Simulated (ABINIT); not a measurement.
Worked example: self-consistent single point of MoSi2 (P1, 3 atoms in the cell) in ABINIT.

Method: LDA (PW92), norm-conserving pseudopotentials (PseudoDojo nc-sr-04 LDA standard) (plane waves; ABINIT 10.0.3).

```
MoSi2
1.0
   -1.60500     1.60500     3.92500
    1.60500    -1.60500     3.92500
    1.60500     1.60500    -3.92500
Si Mo
2 1
Direct
  0.65498   0.67219   0.00563
  0.34358   0.34846   0.02831
  0.00144   0.97936   0.96605
```

Reference input (self-consistent single point, DFT, PBE, plane waves, norm-conserving pseudopotentials (PseudoDojo nc-sr-05 PBE standard)): pseudos = [Si.upf, Mo.upf]; ecut = 80 Ry; occopt = 3; tsmear = 0.1 eV; ngkpt = 5 5 7; nshiftk = 1; shiftk = 0 0 0; potentials = PseudoDojo nc-sr-05 PBE standard; nband = 16; kptopt = 1; nstep = 100; toldfe = 1e-09 Ha. This run's input differs from it in these lines:

```diff
@@ -1,2 +1,2 @@
-# MoSi2, PseudoDojo nc-sr-05 PBE standard
+# MoSi2, PseudoDojo nc-sr-04 LDA standard
 pp_dirpath "./"
```

Its files differ too (potentials: PseudoDojo nc-sr-05 PBE standard → PseudoDojo nc-sr-04 LDA standard).

Log, with long lists cut:

```
--- !BeginCycle
solver: {iscf: 7, nstep: 100, nline: 4, wfoptalg: 0, }
tolerances: {toldfe: 1.00E-09, }
...

     iter   Etot(hartree)      deltaE(h)  residm     vres2
 ETOT  1  -78.821273077855    -7.882E+01 1.146E-01 1.032E+03
 ETOT  2  -78.677308232858     1.440E-01 1.008E-01 3.452E+03
 ETOT  3  -78.954247071692    -2.769E-01 1.796E-02 4.667E+00
 ETOT  4  -78.954770513285    -5.234E-04 8.895E-03 1.438E-01
 ETOT  5  -78.954780418528    -9.905E-06 2.852E-03 1.534E-02
 ETOT  6  -78.954781560641    -1.142E-06 6.462E-03 7.260E-04
 ETOT  7  -78.954781620167    -5.953E-08 7.881E-04 2.904E-06
 ETOT  8  -78.954781620503    -3.359E-10 1.391E-03 1.785E-07
 ETOT  9  -78.954781620518    -1.575E-11 1.522E-04 7.214E-09
 At SCF step    9, etot is converged :
  for the second time, diff in etot=  1.575E-11 < toldfe=  1.000E-09

 Cartesian components of stress tensor (hartree/bohr^3)
  sigma(1 1)=  1.82083742E-04  sigma(3 2)= -4.60180894E-06
  sigma(2 2)=  1.51877231E-04  sigma(3 1)=  4.49630688E-05
  sigma(3 3)=  1.55027216E-04  sigma(2 1)= -1.09444158E-05

 ----iterations are completed or convergence reached----

 reduced coordinates (array xred) for    3 atoms
       0.654979000000      0.672185000000      0.005634000000
       0.343579000000      0.348455000000      0.028312000000
       0.001442000000      0.979360000000      0.966054000000
 cartesian forces (eV/Angstrom) at end:
    1     -0.69488513034716     0.15460264819870     0.51567822773895
    2     -0.51351985959941    -0.35904383235630     0.46090414599459
   [... lines left out ...]
 Fermi (or HOMO) energy (eV) =  12.79339   Average Vxc (eV)= -12.45272
   [... lines left out ...]
total_energy        : -7.89547816205183E+01
total_energy_eV     : -2.14846887025840E+03
band_energy         : -4.22633040651695E+00
...

-Cartesian components of stress tensor (GPa)         [Pressure= -4.7955E+00 GPa]
- sigma(1 1)=  5.35708773E+00  sigma(3 2)= -1.35389870E-01
- sigma(2 2)=  4.46838167E+00  sigma(3 1)=  1.32285893E+00
- sigma(3 3)=  4.56105740E+00  sigma(2 1)= -3.21995775E-01

 Calculation completed.
```

The run converged in 9 iterations. Against the reference run the pressure goes from 3.78 to -4.80 GPa and the largest force goes from 1.717 to 1.567 eV/Å.

The starting cell has typed, rounded lattice constants, without a prior relaxation at this level. Its atoms were displaced at random from the sites of space group no. 139. Spin polarisation is off. With a pressure of about -5 GPa the cell is away from its equilibrium volume at this level. Forces in this geometry exceed 1 eV/Å.

Cost on one core of a shared machine: roughly 2 min.
